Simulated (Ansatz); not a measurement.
# Ru2C (model structure, started from the CdI2 type, P-3m1, No. 164, 3 atoms in the cell)

Computed with LDA (Ansatz, a program for electronic structure, plane waves, PAW).

Numerical settings: plane-wave cutoff 520 eV, 24×24×12 k mesh (along the axes of the cell as run), Fermi–Dirac smearing 0.05 eV, no spin polarisation, scalar-relativistic PAW data made under PBE.

Cell (relaxed at this level):

```
Ru2C
1.0
    2.75199     0.00000     0.00000
   -1.37600     2.38330     0.00000
    0.00000     0.00000     4.93918
C Ru
1 2
Direct
  0.00000   0.00000   0.00000
  0.33333   0.66667   0.26691
  0.66667   0.33333   0.73309
```

For Ru2C (model structure, started from the CdI2 type, P-3m1, No. 164, 3 atoms in the cell), the bulk modulus B0 is 320 GPa.

Note: the run has no spin polarisation, so it can have missed a magnetic state; the bulk modulus is −V dP/dV from two relaxed cells at ±2 % in volume; the relaxation could raise the start's symmetry but not lower it, so the cell can be a saddle point.

The computed numbers hold no vibrational or temperature effects.

Computing time: roughly 6 core-minutes.

A model structure was made by putting elements into a prototype or built by hand; it is no filed structure, need not be a known phase, and can be a saddle point held by its symmetry.
